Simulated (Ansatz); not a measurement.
A self-consistent single point of TaGaNi6 (P1, 8 atoms in the cell) with Ansatz (a first-principles code).

Method: PBEsol, PAW files made with PBE (plane waves; Ansatz).

The change in words: atoms moved at random. Reference geometry:
```xyz
8
Lattice="3.6560 0.0000 0.0000 0.0000 3.6560 0.0000 0.0000 0.0000 7.2500" Properties=species:S:1:pos:R:3 pbc="T T T"
Ta     0.0000     0.0000     3.6250
Ga     0.0000     0.0000     0.0000
Ni     1.8280     1.8280     0.0000
Ni     1.8280     1.8280     3.6250
Ni     1.8280     0.0000     1.7886
Ni     1.8280     0.0000     5.4613
Ni     0.0000     1.8280     1.7886
Ni     0.0000     1.8280     5.4613
```

Reference input (self-consistent single point, DFT, PBEsol, plane waves, PAW files made with PBE): basis.ecutwfc = 420 eV; kpoints.mp_grid.grid = 6 6 3; hamiltonian.xc = pbesol; hamiltonian.pseudopotentials = {kind: paw} (an earlier, softer set of the program's PAW files); scf.occupations.method = gaussian; scf.occupations.width = 0.136 eV. This run's input differs from it in these lines:

Ansatz 0.2 input:
```diff
@@ -6,10 +6,10 @@
   atoms:
-    - { symbol: Ta, position: [0.00000000, 0.00000000, 0.50000000] }
-    - { symbol: Ga, position: [0.00000000, 0.00000000, 0.00000000] }
-    - { symbol: Ni, position: [0.50000000, 0.50000000, 0.00000000] }
-    - { symbol: Ni, position: [0.50000000, 0.50000000, 0.50000000] }
-    - { symbol: Ni, position: [0.50000000, 0.00000000, 0.24671000] }
-    - { symbol: Ni, position: [0.50000000, 0.00000000, 0.75329000] }
-    - { symbol: Ni, position: [0.00000000, 0.50000000, 0.24671000] }
-    - { symbol: Ni, position: [0.00000000, 0.50000000, 0.75329000] }
+    - { symbol: Ta, position: [0.00473000, 0.00658000, 0.49292400] }
+    - { symbol: Ga, position: [-0.00420900, -0.01144500, 0.00318500] }
+    - { symbol: Ni, position: [0.50015800, 0.50808200, -0.00075400] }
+    - { symbol: Ni, position: [0.49630800, 0.51095100, 0.50048200] }
+    - { symbol: Ni, position: [0.49717200, -0.01769300, 0.23944200] }
+    - { symbol: Ni, position: [0.49696100, -0.01355800, 0.75975100] }
+    - { symbol: Ni, position: [0.00631700, 0.50598000, 0.25118100] }
+    - { symbol: Ni, position: [0.00256300, 0.51110300, 0.75378900] }
 basis:
```

Output, abridged:

```
SCF iter   1: F=—  HF=-48384.641051 eV  |F-HF|=—  |Δ(HF+E_count)|=         —  Δρ=5.08e-2  dr2=6.73e0  ethr=3.10e-3  ⟨swp⟩=5.2  Hψ=13795  notcnv=0  defer=74
all-band conjugate gradients solve this SCF's bands
preconditioner: auto → Kerker (q_TF=auto, 2.880 Å⁻¹)
SCF iter   2: F=—  HF=-48383.923070 eV  |F-HF|=—  |Δ(HF+E_count)|=   7.18e-1  Δρ=3.33e-2  dr2=3.19e0  ethr=3.10e-3  ⟨swp⟩=2.0  Hψ=7936  notcnv=0  defer=294
   [... lines left out ...]
SCF iter   8: F=—  HF=-48383.327149 eV  |F-HF|=—  |Δ(HF+E_count)|=   3.38e-5  Δρ=1.93e-4  dr2=2.56e-5  ethr=1.42e-7  ⟨swp⟩=2.0  Hψ=6404  notcnv=0  defer=293
SCF iter   9: F=—  HF=-48383.327205 eV  |F-HF|=—  |Δ(HF+E_count)|=   5.61e-5  Δρ=4.85e-5  dr2=2.85e-6  ethr=1.91e-8  ⟨swp⟩=2.0  Hψ=5972  notcnv=0  defer=293
SCF iter  10: F=—  HF=-48383.327204 eV  |F-HF|=—  |Δ(HF+E_count)|=   5.39e-7  Δρ=1.50e-5  dr2=1.99e-7  ethr=2.12e-9  ⟨swp⟩=2.1  Hψ=6673  notcnv=0  defer=293
SCF iter  11: F=-48383.327204 eV  HF=-48383.327204 eV  |F-HF|=7.10e-8  |Δ(HF+E_count)|=   4.73e-8  Δρ=8.72e-6  dr2=7.71e-8  ethr=7.46e-11  ⟨swp⟩=10.3  Hψ=20229  notcnv=0
SCF 1 converged in 11 iterations: F = -48383.327204 eV  dr2 = 7.71e-8
Free energy (F): -48383.327204 eV
Internal energy: -48383.310612 eV  (E = F + TS)
E sigma→0 (E₀):  -48383.318908 eV
Entropy (-TS):   -0.016592 eV (-2.074 meV/atom)
Fermi energy:    17.530845 eV
--- Forces (eV/Å), atoms counted from 1 ---
  atom   1  Ta    -0.21527557    -0.03955251     0.76787673
  atom   2  Ga     0.06010866     0.45288106    -0.24908369
  atom   3  Ni     0.01433820    -0.55307727     0.02293403
  atom   4  Ni     0.21670812    -0.34796849     0.06555284
  atom   5  Ni     0.15365493     0.65826621     0.52567205
  atom   6  Ni     0.09642424     0.61987688    -0.61527470
  atom   7  Ni    -0.21625431    -0.36024465    -0.19826191
  atom   8  Ni    -0.10968958    -0.43018935    -0.31946938
--- Stress (GPa, compression-positive) ---
      -11.026616       0.166428       0.000040
        0.166428     -10.452852      -0.024908
        0.000040      -0.024908     -11.852830
  P = ⅓ Tr σ = -11.1108 GPa (-111.108 kbar)
  The stress holds the Pulay correction. Without it, at fixed plane waves, as pw.x and ABINIT print it: P = -11.1752 GPa
```

The run converged in 11 iterations. Against the reference run the free energy goes up by 17.9 meV/atom, the pressure goes from -11.69 to -11.11 GPa and the largest force goes from 0.165 to 0.879 eV/Å.

The starting cell comes from a database of computed structures (which also holds hypothetical and non-ambient phases and stackings), without a prior relaxation at this level. Its lattice was rescaled by a random factor within 2.5 % of one. For this run, on top of that: atoms moved at random. Spin polarisation is off. With a pressure of about -11 GPa the cell is away from its equilibrium volume at this level. Ansatz's pressure includes its estimate of the finite-basis (Pulay) stress.

Cost on one core of a shared machine: roughly 70 s.
